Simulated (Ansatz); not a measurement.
Input:

```
As
1.0
    3.78534     0.00000     0.00000
   -1.89267     3.27820     0.00000
    0.00000     0.00000    17.27314
As
2
Direct
  0.66667   0.33333   0.53894
  0.33333   0.66667   0.46106
```

The numbers are results of PBE, rigid bands (plane waves, PAW, scalar-relativistic; Ansatz, an electronic-structure program), not measurements. Condition of this run: biaxial strain +5 %. Geometry: cell and atoms relaxed with PBE, then loaded as said.

Question: Predict the electron conductivity mass (n e² τ/σ) at 300 K, by direction if it differs.

Answer: 0.093 mₑ.

Question: And the band gap?

Answer: 1.19 eV at this level; semilocal functionals usually fall short of the measured gap.

Rigid bands, one relaxation time for all states, no polarons. Spin-orbit coupling is left out; where it splits the top of the valence band it changes the hole mass and lowers the gap by about a third of the splitting.
